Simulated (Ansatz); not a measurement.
Start from CdS in the wurtzite structure (space group P6_3mc, No. 186).

```yaml
crystal:
  lattice:
    - [4.12436, 0.00000, 0.00000]
    - [-2.06218, 3.57180, 0.00000]
    - [0.00000, 0.00000, 6.70817]
  atoms:
    - { symbol: Cd, position: [0.33333, 0.66667, 0.00017] }
    - { symbol: Cd, position: [0.66667, 0.33333, 0.50017] }
    - { symbol: S, position: [0.33333, 0.66667, 0.37683] }
    - { symbol: S, position: [0.66667, 0.33333, 0.87683] }
```

Cartesian axes are those of the cell as printed.

Level of theory: PBEsol/PAW in Ansatz (an electronic-structure program), scalar-relativistic without spin-orbit coupling.

It is then changed as follows: biaxial strain −3.00 %, plane normal [001], relaxed out of plane (Cartesian); in-plane vectors clamped, the third vector and the atoms free.

Q: What happens to the out-of-plane strain?

A: The out-of-plane strain is +2.85 %.

Whether these cells are dynamically stable was not tested.
